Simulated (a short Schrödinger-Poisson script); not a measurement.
Stack: MOS inversion layer, HfO2 on p-type Si(110), at 400 K.

From the gate side: 11.8 nm HfO2; 280 nm Si, acceptors 2.3e18 cm⁻³.

The device is made up for the run: typed textbook-type constants, with dimensions and the other settings drawn at random. HfO2: permittivity 22, conduction-band edge (eV) 1.55, gap (eV) 5.7, electron mass (mₑ) 0.2. Si: permittivity 11.7, conduction-band edge (eV) 0, gap (eV) 1.124, Nv at 300 K (cm⁻³) 3.1e19.

Channel valleys (confinement mass, in-plane density-of-states mass, number): Δ4 0.315, 0.324, 4; Δ2 0.19, 0.417, 2. At the gate the conduction-band edge of layer 1 lies 1.62 eV − eVg above the Fermi level of the channel; the field vanishes at the back. Gaps are held at their typed values at every temperature. Mesh 0.03 nm at interfaces.

From a short Schrödinger-Poisson script (our own, NumPy): 1D Poisson equation in equilibrium, electrons quantum, Hartree (BenDaniel-Duke, 12 states a valley, the channel's in-plane mass for all, wave functions ending at the dielectric), parabolic valleys, classical holes, full ionisation, no traps, pinning or gate leakage.

```csv
Vg (V),electrons (cm⁻²),C (μF/cm²),Δ4 E0 (meV from the Fermi level),Δ2 E0 (meV from the Fermi level)
0.5,6.11e9,0.373,284.0,320.6
0.6,4.50e10,0.448,214.8,252.7
0.7,2.34e11,0.712,157.6,196.7
0.8,6.70e11,0.973,120.8,161.2
0.9,1.27e12,1.11,98.0,139.7
1,1.96e12,1.19,82.4,125.4
1.1,2.70e12,1.24,70.6,114.9
1.2,3.47e12,1.27,61.2,106.8
1.3,4.26e12,1.29,53.4,100.3
1.4,5.07e12,1.31,46.6,94.8
1.5,5.88e12,1.32,40.7,90.1
1.6,6.71e12,1.33,35.3,86.0
1.7,7.54e12,1.34,30.5,82.4
1.8,8.38e12,1.35,26.0,79.1
1.9,9.23e12,1.36,21.9,76.2
2,1.01e13,1.37,18.0,73.5
2.1,1.09e13,1.37,14.4,71.0
```

Gate voltages with under 1e9 electrons/cm² are left out.

At Vg = 2.1 V the lowest Δ4 subband lies at 14.4 meV from the Fermi level. How many electrons does it hold, and what share of all?

The two-dimensional density of states is g m/(πħ²) = 5.41e11 cm⁻² meV⁻¹ (both spins), kT = 34.5 meV, so n = D kT ln(1 + exp(−E/kT)) = 9.45e12 cm⁻², 0.86 of the 1.09e13 cm⁻² in all.

Compare the slope of the sheet density between 1.9 and 2.1 V with the geometric capacitance of the layers between gate and channel.

q Δn/ΔV = 1.34 μF/cm²; ε0/Σ(t/ε) = 1.65 μF/cm². The ratio is 0.81: the channel acts as a further capacitance in series.
